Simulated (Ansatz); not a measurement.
## Converging the k-point mesh at a smearing width of 0.05 eV: Pd (Fm-3m, 1 atom in the cell)

```
CELL_PARAMETERS angstrom
      0.00000     1.95084     1.95084
      1.95084     0.00000     1.95084
      1.95084     1.95084     0.00000
ATOMIC_POSITIONS crystal
  Pd 0.00000 0.00000 0.00000
```

Level of theory: PBE (plane waves, PAW; Ansatz, a first-principles code).

Base settings: basis.ecutwfc = 420 eV; kpoints.mp_grid.grid = 14 14 14; hamiltonian.xc = pbe; hamiltonian.pseudopotentials = {kind: paw} (the program's default PAW files); scf.occupations.method = fermi_dirac; scf.occupations.width = 0.1 eV.

In this ladder: scf.occupations.width = 0.05 eV.

The second cell is the first with its lattice scaled by 0.98.

Only quantities that move along the ladder and can be compared are tabulated.

The count of work is k-points × plane waves × bands × iterations; it is no time. 

The starting cell has typed, rounded lattice constants, without a prior relaxation at this level. Its lattice was rescaled by up to half a per cent. Spin polarisation is off. In the base run, with a pressure of about 6 GPa the cell is away from its equilibrium volume at this level. Ansatz's pressure includes its estimate of the finite-basis (Pulay) stress.

```csv
kpoints.mp_grid.grid,free energy less the last step's (meV/atom),energy of the compressed cell less the first (meV/atom),pressure (GPa),count of work / last
5 5 5,149.54,82.81,8.28,0.0094
6 6 6,-9.88,60.48,4.48,0.015
7 7 7,-9.12,71.42,6.50,0.019
9 9 9,-5.36,65.88,5.43,0.039
11 11 11,13.36,70.22,6.20,0.053
13 13 13,-3.41,68.44,5.90,0.079
16 16 16,0.02,68.60,5.92,0.14
19 19 19,1.44,68.56,5.93,0.21
23 23 23,-0.28,67.52,5.74,0.34
28 28 28,0.63,67.96,5.82,0.59
34 34 34,0.00,67.78,5.79,1.0
```

Coarsest kpoints.mp_grid.grid that holds the free energy within 2 meV/atom of the last step, with all finer ones: 16 16 16, at 0.14 of the last step's count of work; the step before is off by 3.4 meV/atom.

Coarsest kpoints.mp_grid.grid that holds the energy of the compressed cell less the first within 1 meV/atom of the last step, with all finer ones: 13 13 13, at 0.079 of the last step's count of work; the step before is off by 2.4 meV/atom.

Coarsest kpoints.mp_grid.grid that holds the pressure within 0.5 GPa of the last step, with all finer ones: 9 9 9, at 0.039 of the last step's count of work; the step before is off by 0.71 GPa.

The energy difference between the two cells stays within 1 meV/atom of the last step's from 13 13 13 on, the total only from 23 23 23 on: much of the error is common to both cells and cancels.

Two neighbours can agree and both be off: 6 6 6 and 7 7 7 differ by 0.76 meV/atom in the free energy, yet lie about 9.1 meV/atom from the last step.

Keys are those of Ansatz 0.2.
